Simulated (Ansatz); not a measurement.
The starting structures come from a database of crystals and need not be the phases stable at ambient conditions.

By PBEsol, the system below comes out a metal.

The ballistic (Sharvin) conductance counts the channels at the Fermi level: G/A = (e²/h) × channels of both spins per area.

Input:

```xyz
1
Lattice="3.3840 0.0000 0.0000 0.0000 4.5831 0.0000 1.6920 -2.2916 1.7400" Properties=species:S:1:pos:R:3 pbc="T T T"
Sn     0.0000     0.0000     0.0000
```

Space group of this cell: Immm. The cell is strained (all lengths scaled by 0.98); by PBEsol its mean pressure is -1.0 GPa.

The current flows along the normal of the first two printed cell vectors. No spin-orbit coupling; the value is a mean over 0.1 eV about the Fermi level.

Q: Compute, with PBEsol run with Ansatz (a program for electronic structure), the ballistic conductance per area.

A: 1.2 × 10¹⁵ S/m² for both spins.
